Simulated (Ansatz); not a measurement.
Input and output of a relaxation of cell and atoms for Mo (Im-3m, 1 atom in the cell) (Ansatz, an electronic-structure program).

Method of the run: LDA (PW92), default PAW files made with PBE (plane waves; Ansatz).

The change in words: atoms on their sites; relax: default → cell and atoms. Reference geometry:
```yaml
crystal:
  lattice:
    - [-1.56713, 1.56713, 1.56713]
    - [1.56713, -1.56713, 1.56713]
    - [1.56713, 1.56713, -1.56713]
  atoms:
    - { symbol: Mo, position: [0.00000, 0.00000, 0.00000] }
```

Reference input (self-consistent single point, DFT, LDA (PW92), plane waves, default PAW files made with PBE): basis.ecutwfc = 420 eV; kpoints.mp_grid.grid = 15 15 15; hamiltonian.xc = lda; hamiltonian.pseudopotentials = {kind: paw} (the program's default PAW files); scf.occupations.method = fermi_dirac; scf.occupations.width = 0.1 eV. This run's input differs from it in these lines:

```diff
@@ -17,2 +17,4 @@
   occupations: { method: fermi_dirac, width: 0.1 }
+relax:
+  cell: {}
 output:
```

The program printed (abridged):

```
   [... SCF lines of the steps left out ...]
relax step   1: F+E_penalty+E_count = -4842.86111569 eV  Δ(F+E_penalty+E_count) = +0.000e0 eV  max|allowed force component| = 0.000e0 eV/Å  Δτ_max = 0.0000 Å  P = -5.885 GPa  Ω = 15.395 Å³  (6 SCF iters, dr2 threshold 1.00e-7 eV, accepted)
relax step   2: F+E_penalty+E_count = -4842.84331712 eV  Δ(F+E_penalty+E_count) = +1.780e-2 eV  max|allowed force component| = 0.000e0 eV/Å  Δτ_max = 0.0000 Å  P = +13.047 GPa  Ω = 14.469 Å³  energy of the carried Pulay correction = +7.188e-5 eV  (5 [...]
relax step   3: F+E_penalty+E_count = -4842.86709431 eV  Δ(F+E_penalty+E_count) = -5.979e-3 eV  max|allowed force component| = 0.000e0 eV/Å  Δτ_max = 0.0000 Å  P = -0.378 GPa  Ω = 15.094 Å³  energy of the carried Pulay correction = +2.283e-5 eV  (6 [...]
relax step   4: F+E_penalty+E_count = -4842.86711889 eV  Δ(F+E_penalty+E_count) = -2.458e-5 eV  max|allowed force component| = 0.000e0 eV/Å  Δτ_max = 0.0000 Å  P = +0.013 GPa  Ω = 15.074 Å³  energy of the carried Pulay correction = +2.438e-5 eV  (2 [...]
relax step   5: F+E_penalty+E_count = -4842.86709582 eV  Δ(F+E_penalty+E_count) = +2.306e-5 eV  max|allowed force component| = 0.000e0 eV/Å  Δτ_max = 0.0000 Å  P = +0.011 GPa  Ω = 15.074 Å³  stress off target by 1.11e-2 GPa  SCF on the basis [...]
basis re-selected at this cell: Δ(F+E_penalty+E_count) = +2.306e-5 eV, ΔP = -0.002 GPa vs the last step
Stability not checked: this state was not tested for a lower state beside it, because too few of the mixer's solves of this state at the end of the SCF gave a …
Free energy (F): -4842.867096 eV
Internal energy: -4842.844326 eV  (E = F + TS)
E sigma→0 (E₀):  -4842.855711 eV
Entropy (-TS):   -0.022769 eV (-22.769 meV/atom)
Fermi energy:    21.684908 eV
--- Forces (eV/Å), atoms counted from 1 ---
  atom   1  Mo     0.00000000     0.00000000     0.00000000
   [... lines left out ...]
to start a new deck from the relaxed geometry:
  cell:  # Å, volume = 15.0742 Å³
    - [-1.5561747626047204, 1.5561747626047204, 1.5561747626047204]
    - [1.5561747626047204, -1.5561747626047204, 1.5561747626047204]
    - [1.5561747626047204, 1.5561747626047204, -1.5561747626047204]
  atoms:
    - { symbol: Mo, position: [0.0, 0.0, 0.0] }
```

The run converged. 

Summary of the result:
* **Free energy E − TS (on the zero of these files)**: -4842.8671 eV
* **Fermi level (on the code's own zero)**: 21.68 eV
* **Pressure**: 0.01 GPa
* **Final cell**: a = 2.695 Å, b = 2.695 Å, c = 2.695 Å, α = 109.47°, β = 109.47°, γ = 109.47°
* **Final volume per atom**: 15.07 Å³
* **Relaxation steps**: 5

The starting cell has typed, rounded lattice constants, without a prior relaxation at this level. Its lattice was rescaled by up to half a per cent. Spin polarisation is off. The relaxation keeps the symmetry of its start, so its end need not be a minimum. Ansatz's pressure includes its estimate of the finite-basis (Pulay) stress.

Keys are those of Ansatz 0.2.
